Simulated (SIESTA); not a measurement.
## Short convergence ladders for As (R-3m, 2 atoms in the cell)

```
CELL_PARAMETERS angstrom
      3.69877    -1.88940     0.00000
      3.69877     1.88940     0.00000
      2.73362     0.00000     3.12698
ATOMIC_POSITIONS crystal
  As 0.23172 0.23172 0.23172
  As 0.77300 0.77300 0.77300
```

Base method: GGA PBE, numerical atomic orbitals TZP, PseudoDojo PBE standard norm-conserving potentials (rewritten from UPF to PSML) (SIESTA 5.4.2).

Base settings: XC.functional = GGA; XC.authors = PBE; potentials = PseudoDojo PBE standard; PAO.BasisSize = TZP; PAO.EnergyShift = 0.01 Ry; MeshCutoff = 300 Ry; kgrid.MonkhorstPack = 5 5 5; OccupationFunction = FD; ElectronicTemperature = 100 meV; MaxSCFIterations = 150.

Core times come from one kind of shared machine, to one figure; runs under 30 s give none.

**The k-point mesh at a smearing width of 0.05 eV**

In this ladder: ElectronicTemperature = 50 meV.

The second cell is the first with its lattice scaled by 0.98.

Only quantities that move along the ladder and can be compared are tabulated.

```tsv
kgrid.MonkhorstPack	free energy less the last step's (meV/atom)	energy of the compressed cell less the first (meV/atom)	pressure (GPa)	largest difference of a force vector from the last step's (eV/Å)	core time / last (rough)
4 4 4	-31.41	57.91	4.22	0.323	–
5 5 5	-23.44	55.59	3.96	0.155	–
7 7 7	-11.85	57.13	4.17	0.024	–
8 8 8	-6.96	57.30	4.25	0.002	–
10 10 10	-2.93	57.69	4.27	0.017	0.2
12 12 12	-1.10	58.02	4.31	0.018	0.2
14 14 14	-0.31	58.09	4.32	0.014	0.3
17 17 17	0.28	58.25	4.34	0.009	0.6
25 25 25	0.00	58.26	4.34	0.000	1
```

Coarsest kgrid.MonkhorstPack that holds the energy of the compressed cell less the first within 2 meV/atom of the last step, with all finer ones: 7 7 7; the step before is off by 2.7 meV/atom.

Coarsest kgrid.MonkhorstPack that holds the pressure within 0.2 GPa of the last step, with all finer ones: 7 7 7; the step before is off by 0.38 GPa.

The energy difference between the two cells stays within 1 meV/atom of the last step's from 8 8 8 on, the total only from 14 14 14 on: much of the error is common to both cells and cancels.

**The width of Gaussian smearing**

In this ladder: kgrid.MonkhorstPack = 8 8 8; OccupationFunction = MP; OccupationMPOrder = 0.

Narrow widths need finer meshes than wide ones, so the last steps can hold mesh noise.

Only quantities that move along the ladder and can be compared are tabulated; pressure and forces are left out, as mesh noise rules them at narrow widths.

```csv
ElectronicTemperature,free energy less the last step's (meV/atom)
1000 meV,-47.63
500 meV,-7.33
300 meV,-2.26
200 meV,-0.98
100 meV,-0.24
50 meV,0.00
```

Widest ElectronicTemperature that holds the free energy within 2 meV/atom of the last step, with all finer ones: 200 meV; the step before is off by 2.3 meV/atom.

On the base run: the starting cell has typed, rounded lattice constants, without a prior relaxation at this level. Its lattice was rescaled by up to half a per cent. One atom was moved a little off its site on purpose. Values carry the incompleteness of an atom-centred basis. In the base run, with a pressure of about 4 GPa the cell is away from its equilibrium volume at this level.

Left out of this page: 2 runs of the series outside the window shown, repeating another row's setting, or not comparable.
